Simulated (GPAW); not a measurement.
```
Mg3MoN4
1.0
    5.33630     0.00000     0.00000
    1.79753     5.87215     0.00000
    1.65226     2.70322     5.35799
Mg Mo N
6 2 8
Direct
  0.24020   0.37878   0.62223
  0.75980   0.62122   0.37777
  0.74806   0.63414   0.86255
  0.25194   0.36586   0.13745
  0.26554   0.86332   0.14644
  0.73446   0.13668   0.85356
  0.75911   0.14811   0.31656
  0.24089   0.85189   0.68344
  0.00005   0.77229   0.49882
  0.99995   0.22771   0.50118
  0.52193   0.47411   0.26203
  0.47807   0.52589   0.73797
  0.47548   0.99511   0.74870
  0.52452   0.00489   0.25130
  0.01104   0.75426   0.98609
  0.98896   0.24574   0.01391
```

Method: LDA (Perdew-Wang 92)+U, GPAW PAW datasets LDA (gpaw-data 1.0.1) (plane waves; GPAW).

The set-up and first iterations of a GPAW log for Mg3MoN4 (P-1, 16 atoms in the cell):

```
Input parameters:
  convergence: {bands: -2,
                density: 1e-05}
  kpts: [3 3 3]
  maxiter: 150
  mode: {ecut: 900.0000000000001,
         name: pw}
  nbands: -4
  occupations: {fixmagmom: False,
                name: fermi-dirac,
                width: 0.0}
  setups: {Mo: :d,1.0}
  symmetry: {symmorphic: False,
             tolerance: 0.0005}

species:
  Mg:
    name: Magnesium
    Z: 12.0
    valence: 10
    core: 2
    charge: 0.0
    file: Mg.LDA.gz

    # Using partial waves for Mg as LCAO basis

  Mo:
    name: Molybdenum
    Z: 42.0
    valence: 14
    core: 28
    charge: 0.0
    Hubbard: {U: 1.0,  # eV
              l: 2,
              scale: True}
    file: Mo.LDA.gz

    # Using partial waves for Mo as LCAO basis

  N:
    name: Nitrogen
    Z: 7.0
    valence: 5
    core: 2
    charge: 0.0
    file: N.LDA.gz

    # Using partial waves for N as LCAO basis

Reference energy: -264370.001724  # eV

Spin-paired calculation

   [... lines left out ...]
   3 Mg     2.229174    2.519942    0.736456    ( 0.0000,  0.0000,  0.0000)
   4 Mg     3.210799    5.465403    0.784624    ( 0.0000,  0.0000,  0.0000)
   5 Mg     5.575290    3.109963    4.573365    ( 0.0000,  0.0000,  0.0000)
   6 Mo     4.840111    1.725454    1.696125    ( 0.0000,  0.0000,  0.0000)
   7 Mo     3.945978    6.849912    3.661864    ( 0.0000,  0.0000,  0.0000)
   8 N      2.212660    5.883421    2.672672    ( 0.0000,  0.0000,  0.0000)
   9 N      6.573429    2.691945    2.685317    ( 0.0000,  0.0000,  0.0000)
  10 N      4.070343    3.492369    1.403954    ( 0.0000,  0.0000,  0.0000)
  11 N      4.715746    5.082997    3.954035    ( 0.0000,  0.0000,  0.0000)
  12 N      5.563089    7.867333    4.011526    ( 0.0000,  0.0000,  0.0000)
  13 N      3.223000    0.708033    1.346463    ( 0.0000,  0.0000,  0.0000)
  14 N      3.043995    7.094742    5.283459    ( 0.0000,  0.0000,  0.0000)
  15 N      5.742094    1.480624    0.074530    ( 0.0000,  0.0000,  0.0000)

Unit cell:
           periodic     x           y           z      points  spacing
  1. axis:    yes    5.336300    0.000000    0.000000    40     0.1262
  2. axis:    yes    1.797526    5.872149    0.000000    45     0.1165
  3. axis:    yes    1.652263    2.703217    5.357989    45     0.1191

  Lengths:   5.336300   6.141110   6.224580
  Angles:   60.464901  74.606802  72.980105

Effective grid spacing dv^(1/3) = 0.1275
     iter     time        total  log10-change:
                         energy   eigst   dens
iter:   1 --:--:--  -147.272152   +0.45
iter:   2 --:--:--  -138.460315   -0.29  -0.87
iter:   3 --:--:--  -121.662268   +0.61  -0.94
iter:   4 --:--:--  -122.484911   -0.24  -1.37
iter:   5 --:--:--  -124.268372   -0.44  -1.41
iter:   6 --:--:--  -121.972335   -0.49  -1.32
iter:   7 --:--:--  -122.072478   -0.70  -1.72
iter:   8 --:--:--  -121.687351   -1.17  -1.72
iter:   9 --:--:--  -121.937111   -1.26  -2.09
iter:  10 --:--:--  -121.655186   -1.49  -1.89
iter:  11 --:--:--  -121.858735   -1.32  -2.14
iter:  12 --:--:--  -121.572599   -1.74  -1.91
iter:  13 --:--:--  -121.584083   -2.23  -2.76
iter:  14 --:--:--  -121.583045c  -2.69  -2.76
iter:  15 --:--:--  -121.595044c  -2.64  -2.76
iter:  16 --:--:--  -121.594459c  -2.80  -2.60
iter:  17 --:--:--  -121.594982c  -3.02  -2.61
iter:  18 --:--:--  -121.586850c  -3.19  -2.58
```

Question: How does the run end?

Answer: The run converged in 67 iterations. Its thresholds were met; that alone does not show that basis and mesh suffice. It ends on: free energy E − TS (from the program's reference atoms) -121.5755 eV; top of the valence band (on the code's own zero) 7.13 eV; gap on the k-point mesh 1.17 eV; largest force (vector length) 1.047 eV/Å. The log goes on:

```
   [... 20 lines left out ...]
iter:  39 --:--:--  -121.575508c  -4.91  -4.41
iter:  40 --:--:--  -121.575505c  -5.03  -4.43
iter:  41 --:--:--  -121.575505c  -5.20  -4.87
iter:  42 --:--:--  -121.575506c  -5.33  -4.90
iter:  43 --:--:--  -121.575506c  -5.39  -5.10c
iter:  44 --:--:--  -121.575505c  -5.41  -5.15c
iter:  45 --:--:--  -121.575505c  -5.80  -5.44c
iter:  46 --:--:--  -121.575505c  -5.59  -5.48c
iter:  47 --:--:--  -121.575505c  -5.75  -5.44c
   [... 15 lines left out ...]
iter:  63 --:--:--  -121.575505c  -7.19  -7.07c
iter:  64 --:--:--  -121.575505c  -7.20  -7.12c
iter:  65 --:--:--  -121.575505c  -7.24  -7.19c
iter:  66 --:--:--  -121.575505c  -7.36  -7.16c
iter:  67 --:--:--  -121.575505c  -7.44c -7.26c
Converged after 67 iterations.

Dipole moment: (0.000000, -0.000000, -0.000000) |e|*Ang

Energy contributions relative to reference atoms: (reference = -264370.001724)

Kinetic:        +13.304471
Potential:      -21.370686
External:        +0.000000
XC:            -113.097386
Entropy (-ST):   +0.000000
Local:           -0.411904
SIC:             +0.000000
--------------------------
Free energy:   -121.575505
Extrapolated:  -121.575505

Showing only first 2 kpts
 Kpt  Band  Eigenvalues  Occupancy
  0    62      6.94465    2.00000
  0    63      7.13476    2.00000
  0    64      8.49124    0.00000
  0    65      8.90684    0.00000

  1    62      6.83117    2.00000
  1    63      6.98309    2.00000
  1    64      8.42770    0.00000
  1    65      9.04753    0.00000

Fermi level: 7.71978

Gap: 1.170 eV
Transition (v -> c):
  (s=0, k=0, n=63, [0.00, 0.00, 0.00]) -> (s=0, k=9, n=64, [0.33, 0.00, 0.00])
Direct/indirect transitions are different
Direct gap: 1.351 eV
   [... lines left out ...]
  9 N    -0.09160   -0.46797    0.04038
 10 N     0.29598   -0.67080    0.11331
 11 N    -0.29598    0.67080   -0.11331
 12 N    -0.53941   -0.38321   -0.20219
 13 N     0.53941    0.38321    0.20219
 14 N     0.51749   -0.16156   -0.89568
 15 N    -0.51749    0.16156    0.89568

Stress tensor:
     0.078973    -0.001475    -0.002168
    -0.001475     0.078443    -0.000176
    -0.002168    -0.000176     0.074840
Stress (GPa, Voigt): [12.6528 12.568  11.9906 -0.0283 -0.3473 -0.2364]
```

For comparison: a first run (DFT LDA (Perdew-Wang 92), plane waves, GPAW PAW datasets LDA (gpaw-data 1.0.1)) was changed to give this one (setups: default → {Mo: :d,1.0}), and from it to this one the largest force goes from 1.018 to 1.047 eV/Å and the gap on the mesh goes from 1.119 to 1.170 eV.

The starting cell comes from a database of computed structures (which also holds hypothetical and non-ambient phases and stackings), without a prior relaxation at this level. Spin polarisation is off. The U value is a test value, and with U on an open shell several self-consistent states can exist. Forces in this geometry exceed 1 eV/Å.

The run was DFT LDA (Perdew-Wang 92)+U, plane waves, GPAW PAW datasets LDA (gpaw-data 1.0.1). Main settings of its input:

```
setting                         value
-------------------  ----------------
mode                               pw
ecut                           900 eV
xc                                LDA
setups                   {Mo: :d,1.0}
kpts                            3 3 3
mesh shift (steps)              0 0 0
occupations.name          fermi-dirac
occupations.width                0 eV
nbands                             -4
convergence.density  1e-05 e/electron
convergence.bands                  -2
symmetry.symmorphic             false
```
